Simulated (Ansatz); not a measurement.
The starting structures come from a database of crystals and need not be the phases stable at ambient conditions.

 Where the default PAW files enter, the runs use the earlier of Ansatz's two default sets.

Inside the gap of an insulator the Bloch states are evanescent, with a wavenumber k + iκ along the transport direction.

Consider the following.

```
CuNaO2
1.0
    2.73633     0.00000     0.00000
    0.00000     6.05123     0.00000
    1.36817    -1.60850     2.73622
Na Cu O
1 1 2
Direct
  0.00000   0.50000   0.00000
  0.00000   0.00000   0.00000
  0.43096   0.22804   0.13808
  0.56904   0.77196   0.86192
```

Space group of this cell: C2/m. The cell is taken as given.

Transport runs along the normal of the first two printed cell vectors.

The gap is the functional's own. No spin-orbit coupling. Mid-gap values are interpolated on the energy grid.

Problem. Give the band gap and the smallest decay constant κ at mid-gap that PBEsol run with Ansatz (a program for electronic structure) yields.

Solution. Gap 0.46 eV on a 12×6×12 mesh; κ = 0.291 1/Å, at (0.250, 0.500) of the in-plane reciprocal vectors. At the zone centre, at the nearest computed energy, the slowest state has κ = 0.43 1/Å.
